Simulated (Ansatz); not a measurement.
Take YB$_{2}$C$_{2}$ (space group P4/mbm, No. 127; a = 5.330 Å, c = 3.504 Å; a cell from a computed database, its experimental status unchecked) as the base. Axes: x, y, z lie along a, b, c of the conventional cell.

Method: PBEsol (Ansatz, a first-principles code; PAW; 420 eV plane waves; without spin-orbit coupling).

Base values:

```
Quantity                        Result
-----------------------------  -------
Shortest interatomic distance  1.519 Å
Band gap                          zero
Pressure                       0.0 GPa
```

One thing is altered: compressive biaxial strain of 0.28 % in the plane normal to [001], as in epitaxy on a mismatched substrate; the out-of-plane cell vector and the atoms relax.

Q: What happens to the shortest interatomic distance?

A: The shortest interatomic distance drops by 0.004 Å to 1.515 Å.

Q: How does this affect the band gap?

A: The band gap is still zero.

Q: Predict the new pressure.

A: The pressure (mean of the normal stresses, compression positive) goes from zero to 1.4 GPa.

Without a gap, meshes like the base's 9×9×13 leave anisotropic stresses uncertain by several tenths of a GPa, and small strain energies with them. Stability against distortions was not tested. All final runs are without spin polarisation.
